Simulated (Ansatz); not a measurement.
Surface energy of faces of fcc Pd in PBE and in r2SCAN, in Ansatz (plane waves, PAW). Symmetric slabs relaxed with PBE from ideal cuts in 1x1 cells (the lowest computed cut and spin start of each face; real faces may reconstruct in larger cells); r2SCAN values are single points on them, with the bulk at the same level. No spin-orbit coupling, no U.

```json
[
 {"face": "(100)", "PBE (J/m²)": "1.54", "r2SCAN (J/m²)": "?"},
 {"face": "(110)", "PBE (J/m²)": "1.60", "r2SCAN (J/m²)": "1.80"},
 {"face": "(111)", "PBE (J/m²)": "1.37", "r2SCAN (J/m²)": "1.59"},
 {"face": "(210)", "PBE (J/m²)": "1.65", "r2SCAN (J/m²)": "1.86"},
 {"face": "(211)", "PBE (J/m²)": "1.54", "r2SCAN (J/m²)": "1.76"},
 {"face": "(221)", "PBE (J/m²)": "1.50", "r2SCAN (J/m²)": "1.71"},
 {"face": "(310)", "PBE (J/m²)": "1.65", "r2SCAN (J/m²)": "1.86"},
 {"face": "(320)", "PBE (J/m²)": "1.65", "r2SCAN (J/m²)": "1.85"}
]
```

Task: Fit a straight line y = a·x + b by least squares to the 7 complete rows (x: PBE (J/m²); y: r2SCAN (J/m²)).

Result: the means are x̄ = 1.5657 and ȳ = 1.7757; Σ(x − x̄)² = 0.065771 and Σ(x − x̄)(y − ȳ) = 0.062371, so a = 0.948 and b = ȳ − a·x̄ = 0.291. The largest residual is 0.009.

Task: What does the line predict for the withheld row, (100), and what did the calculation give?

Result: the line gives 1.75; the calculation gave 1.76, a miss of 0.01, of the size of the fitted rows' scatter and rounding.

Ansatz is an electronic-structure program.
